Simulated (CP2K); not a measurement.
Band structure of MgH₂ (P4_2/mnm, 6 atoms in the cell).

```
CELL_PARAMETERS angstrom
      4.52000     0.00000     0.00000
      0.00000     4.52000     0.00000
      0.00000     0.00000     3.02000
ATOMIC_POSITIONS crystal
  Mg 0.00000 0.00000 0.00000
  Mg 0.50000 0.50000 0.50000
  H  0.30400 0.30400 0.00000
  H  0.80400 0.19600 0.50000
  H  0.19600 0.80400 0.50000
  H  0.69600 0.69600 0.00000
```

Method: PBE, GPW, DZVP-MOLOPT-SR-GTH basis, GTH-PBE potentials (GTH_POTENTIALS) in CP2K 2026.2.

Settings: CUTOFF = 1000 Ry; REL_CUTOFF = 60 Ry; SMEAR/METHOD = FERMI_DIRAC; ELECTRONIC_TEMPERATURE = 116.05 K; KPOINTS/SCHEME = MONKHORST-PACK 5 5 7; XC_FUNCTIONAL = PBE; Mg/BASIS_SET = DZVP-MOLOPT-SR-GTH-q10; Mg/POTENTIAL = GTH-PBE-q10; H/BASIS_SET = DZVP-MOLOPT-SR-GTH-q1; H/POTENTIAL = GTH-PBE-q1; METHOD = GPW; EPS_DEFAULT = 1e-10; EXTRAPOLATION = USE_GUESS; NGRIDS = 5.

The starting cell has typed, rounded lattice constants, without a prior relaxation at this level. Values carry the incompleteness of an atom-centred basis.

Q: Predict the gap along the standard path and the places of the band edges.

A: The gap along the path is 3.09 eV, from a point between Γ and X to a point between A and Z|X; the smallest direct gap on it is 4.08 eV.

Levels in eV from the top of the valence band on the SCF mesh, bands 9 to 13:
```
point      9     10     11     12    13
-----  -----  -----  -----  -----  ----
Γ      -7.11  -2.05  -2.05  -0.50  5.71
X      -5.48  -5.48  -0.78  -0.78  5.46
M      -4.33  -4.33  -3.38  -3.38  9.91
Z      -3.64  -3.64   0.00   0.00  5.72
R      -2.91  -2.91  -1.33  -1.33  6.41
A      -2.45  -2.45  -1.06  -1.06  3.14
```

Higher empty bands are left out: an atom-centred basis made for the valence describes them poorly.
